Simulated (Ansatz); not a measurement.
Where the default PAW files enter, the runs use the earlier of Ansatz's two default sets.

The decay constant κ of evanescent states in the gap governs leakage through a thin film.

```
CELL_PARAMETERS angstrom
      2.46747     0.00000     0.00000
     -1.23374     2.13690     0.00000
      1.23374     0.71230     2.01468
ATOMIC_POSITIONS crystal
  C  0.00000 0.50000 0.50000
  C  0.50000 0.25000 0.25000
```

Space group of this cell: Fd-3m, diamond. The cell is strained (all lengths scaled by 0.98); by r2SCAN its mean pressure is 30.2 GPa.

Transport runs along the normal of the first two printed cell vectors, the (111) plane of the conventional cell.

No gap correction and no spin-orbit coupling; mid-gap values are interpolated between computed energies.

Problem. Compute, with r2SCAN run with Ansatz (a first-principles code), the band gap and the smallest decay constant κ at mid-gap.

Solution. Gap 4.52 eV on a 18×18×18 mesh; κ = 0.254 1/Å, at the zone centre.
